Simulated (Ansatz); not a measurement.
Y₂N (model structure, started from the Cu2Sb type, P4/mmm, No. 123, 6 atoms in the cell), treated with r²SCAN (PAW; Ansatz, a quantum-chemistry and plane-wave program).

Run with plane-wave cutoff 560 eV, 12×12×8 k mesh (along the axes of the cell as run), Fermi–Dirac smearing 0.05 eV, scalar-relativistic PAW data made under PBE.

Cell (relaxed at this level):

```cif
data_NY2
_chemical_formula_sum 'Y2 N1'
_space_group_name_H-M_alt 'P4/mmm'
_space_group_IT_number 123
_space_group_name_Hall '-P 4 2'
_cell_length_a 3.53708
_cell_length_b 3.53708
_cell_length_c 4.79863
_cell_angle_alpha 90.000
_cell_angle_beta 90.000
_cell_angle_gamma 90.000
loop_
_atom_site_label
_atom_site_type_symbol
_atom_site_symmetry_multiplicity
_atom_site_Wyckoff_symbol
_atom_site_fract_x
_atom_site_fract_y
_atom_site_fract_z
_atom_site_occupancy
Y1 Y 1 a 0.00000 0.00000 0.00000 1
Y2 Y 1 d 0.50000 0.50000 0.50000 1
N1 N 1 c 0.50000 0.50000 0.00000 1
```
(The calculation used a cell of 6 atoms; values per cell refer to that cell.)

Problem. What does this level give for the bulk modulus?

Solution. 
* **bulk modulus**: 95.9 GPa

The run finds no gap.

Note: the bulk modulus is −V dP/dV from two relaxed cells at ±2 % in volume; the relaxation could raise the start's symmetry but not lower it, so the cell can be a saddle point.

It cost roughly 40 core-minutes of CPU time.

A model structure was made by putting elements into a prototype or built by hand; it is no filed structure, need not be a known phase, and can be a saddle point held by its symmetry.
